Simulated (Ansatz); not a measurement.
The structure below was relaxed with PBEsol (Ansatz, a program for electronic structure; PAW; 420 eV plane waves; no spin-orbit coupling), at pressure 0.9 GPa.

```
CELL_PARAMETERS angstrom
      3.76748     0.00000     0.00000
     -1.88374     3.26273     0.00000
      0.00000     0.00000     6.18596
ATOMIC_POSITIONS crystal
  Zn 0.33333 0.66667 0.00047
  Zn 0.66667 0.33333 0.50047
  S  0.33333 0.66667 0.37453
  S  0.66667 0.33333 0.87453
```

Question: Find the space group and the Wyckoff positions.

Answer: Space group P6₃mc (No. 186); a = b = 3.7675 Å, c = 6.1860 Å, α = β = 90.00°, γ = 120.00°

```tsv
atom	site	symmetry	x	y	z
Zn	2b	3m.	0.3333	0.6667	0.0005
S	2b	3m.	0.3333	0.6667	0.3745
```

Question: Describe the coordination.

Answer: The crystal has 4 atoms in its conventional cell. Conventional cell: a = b = 3.767 Å, c = 6.186 Å, α = β = 90.00°, γ = 120.00°. Zn sees 4 S at 2.310–2.314 Å (tetrahedral). S is coordinated by 4 Zn at 2.310–2.314 Å (tetrahedral). (Neighbours: up to the widest gap in distance over summed covalent radii, below 1.35, at either atom; cation-cation and far metal-metal contacts left out.)

Load acts through the strain it causes; cell and atoms are relaxed under it. Stability against distortions was not tested. The cell was made from ZnS in the wurtzite structure (space group P6_3mc, No. 186) by this change: pressure 0.9 GPa.
